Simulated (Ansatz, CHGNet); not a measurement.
**How the lattice parameter c of Ti3Al (model structure, started from the D019 type, P6₃/mmc, No. 194, 8 atoms in the cell) moves with the method**

No measured value is used here.

```json
[
 {"level (code)": "CHGNet-r²SCAN", "value (Å)": "4.635"},
 {"level (code)": "LDA (Ansatz)", "value (Å)": "4.566"},
 {"level (code)": "PBE (Ansatz)", "value (Å)": "4.654"},
 {"level (code)": "PBEsol (Ansatz)", "value (Å)": "4.608"},
 {"level (code)": "PBE-D3(BJ) (Ansatz)", "value (Å)": "4.587"},
 {"level (code)": "r²SCAN (Ansatz)", "value (Å)": "4.632"},
 {"level (code)": "r²SCAN+rVV10 (Ansatz)", "value (Å)": "4.622"}
]
```

The crystal itself was run without spin with LDA, PBE, PBEsol, PBE-D3(BJ), r²SCAN, r²SCAN+rVV10; a magnetic state was not tried in these runs. Cutoffs differ between the levels. Ansatz's density-functional and Hartree–Fock values are scalar-relativistic unless marked +SOC, with PAW data made under PBE.

Machine-learned potentials (CHGNet-r²SCAN) are trained on DFT data: a solid inside that data is no test of them.

A model structure was made by putting elements into a prototype or built by hand; here it ended with the formula and space group of a phase in our tables.

Ansatz is a first-principles code.
